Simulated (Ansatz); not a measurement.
Density of states of InBi (P4/nmm) near the Fermi level, PBEsol, rigid bands (Ansatz, a program for electronic structure).

(E − E_F (eV), states/eV/cell): (-1.95, 2.86); (-1.85, 2.70); (-1.75, 2.72); (-1.65, 2.73); (-1.55, 2.76); (-1.45, 2.84); (-1.35, 2.70); (-1.25, 2.58); (-1.15, 2.47); (-1.05, 2.30); (-0.95, 2.20); (-0.85, 2.15); (-0.75, 2.19); (-0.65, 2.35); (-0.55, 2.55); (-0.45, 2.60); (-0.35, 2.64); (-0.25, 2.53); (-0.15, 1.59); (-0.05, 1.04); (0.05, 1.04); (0.15, 1.10); (0.25, 1.14); (0.35, 1.19); (0.45, 1.27); (0.55, 1.39); (0.65, 1.73); (0.75, 2.02); (0.85, 2.10); (0.95, 2.01); (1.05, 1.84); (1.15, 1.72); (1.25, 1.74); (1.35, 1.92); (1.45, 2.12); (1.55, 2.30); (1.65, 2.36); (1.75, 2.42); (1.85, 2.43); (1.95, 2.30)

Problem. With 4 atoms a cell, what bare Sommerfeld coefficient γ = (π²/3) k_B² N(E_F) follows?

Solution. N(E_F) ≈ 1.02 states/eV a cell at 300 K, so γ ≈ 0.60 mJ/(mol of atoms·K²), before electron-phonon enhancement.

Problem. How far does the Fermi level move in a rigid band for 0.1 electron a cell added or removed?

Solution. 96 meV and -92 meV.

A metal at this level (no band gap); rigid bands, thermally averaged at 300 K, both spins. Spin-orbit coupling is left out, which matters with elements this heavy. Geometry: cell and atoms relaxed with PBEsol.

Computed structure, not matched to a measured one here, so possibly hypothetical: InBi (P4/nmm).
